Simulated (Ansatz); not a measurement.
# Hypothetical NiAs type TlF, pressure series

The reference is TlF in the NiAs type structure (space group P6_3/mmc, No. 194; a = 3.7520 Å, c = 6.8900 Å; a hypothetical phase, not in the database extracts checked).

Cell and atoms are relaxed at each pressure.

Computed with PBEsol (Ansatz, a quantum-chemistry and plane-wave program, PAW, without spin-orbit coupling).

Notes on the quantities. enthalpy: H = E + PV relative to the base's energy.

```csv
change,band gap,lattice parameter a,enthalpy
base,1.90 eV,3.752 Å,–
pressure −2 GPa,1.93 eV,3.868 Å,-0.27 eV/atom
pressure −1 GPa,1.91 eV,3.807 Å,-0.13 eV/atom
pressure 3 GPa,1.69 eV,3.603 Å,+0.38 eV/atom
pressure 7 GPa,1.06 eV,3.429 Å,+0.84 eV/atom
pressure 15 GPa,zero,3.200 Å,+1.69 eV/atom
pressure 30 GPa,zero,2.985 Å,+3.09 eV/atom
pressure 50 GPa,zero,2.850 Å,+4.75 eV/atom
pressure 75 GPa,zero,2.746 Å,+6.66 eV/atom
pressure 100 GPa,zero,2.678 Å,+8.43 eV/atom
```

The mesh was chosen for an insulator and is coarse for the gapless case. From pressure 15 GPa on, the axis ratios lie over 15 % from the base's, so the cell there is far from its starting form. Spin-orbit coupling, missing from the scalar runs, can matter with Tl. Load acts through the strain it causes; cell and atoms are relaxed under it. Whether these cells are dynamically stable was not tested. No other phases were tried under pressure. All final runs are without spin polarisation. A zero or small gap of TlF under pressure 15 GPa and TlF under pressure 30 GPa can be the functional's error rather than a property of the material.
